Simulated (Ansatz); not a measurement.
System: fluorite PbF2 (high-temperature phase). Method: PBEsol in Ansatz (plane waves, PAW).

Settings: plane-wave cutoff 500 eV, 10×10×10 k mesh, gaussian smearing 0.02 eV, scalar-relativistic PAW data made under PBE.

Computed at the level's own relaxed cell.

Give the computed equilibrium volume per atom, equilibrium lattice constant a and band gap.


- equilibrium volume per atom = 17.11 Å³/atom
- equilibrium lattice constant a = 5.899 Å
- band gap = 4.32 eV (on the SCF k mesh)

Measured, for comparison: equilibrium volume per atom 17.46 Å³/atom, lattice constant a 5.94 Å (temperature not stated, not corrected to a static lattice; as tabulated in Cadelano and Cappellini (2011), arXiv:1107.5962). Computed (rounded) less measured: equilibrium volume per atom -2.0 %, lattice constant a -0.7 %. A static lattice is as a rule a little smaller and stiffer than an uncorrected measurement, which narrows the difference in the lattice constant a and would widen misses of the other sign.

Spin–orbit coupling is not included; with these elements it can move the gap by several tenths of an eV or more.

The result took about 20 core-seconds (a rough figure).

Ansatz is an electronic-structure program.
